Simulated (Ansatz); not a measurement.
We consider BN (model structure, started from the rocksalt type, Fm-3m, No. 225, 2 atoms in the cell), described by HSE06 in Ansatz (PAW).

Run with plane-wave cutoff 520 eV, 14×14×14 k mesh, scalar-relativistic PAW data made under PBE.

Cell (relaxed at this level):

```
CELL_PARAMETERS angstrom
      0.00000     1.73387     1.73387
      1.73387     0.00000     1.73387
      1.73387     1.73387     0.00000
ATOMIC_POSITIONS crystal
  N  0.00000 0.00000 0.00000
  B  0.50000 0.50000 0.50000
```

Problem. Estimate the Voigt–Reuss–Hill bulk modulus, Voigt–Reuss–Hill shear modulus (Hill average), Young modulus and Poisson ratio that the calculation returns.

Solution. 
Voigt–Reuss–Hill bulk modulus: 427 GPa
Voigt–Reuss–Hill shear modulus (Hill average): 356 GPa
Young modulus: 835 GPa
Poisson ratio: 0.174

Note: the relaxation could raise the start's symmetry but not lower it, so the cell can be a saddle point.

Elastic constants are with the ions relaxed.

Computed values are for the static lattice.

Cost on a shared machine: around 22 core-minutes (rough).

A model structure was made by putting elements into a prototype or built by hand; it is no filed structure, need not be a known phase, and can be a saddle point held by its symmetry.

Ansatz is a quantum-chemistry and plane-wave program.
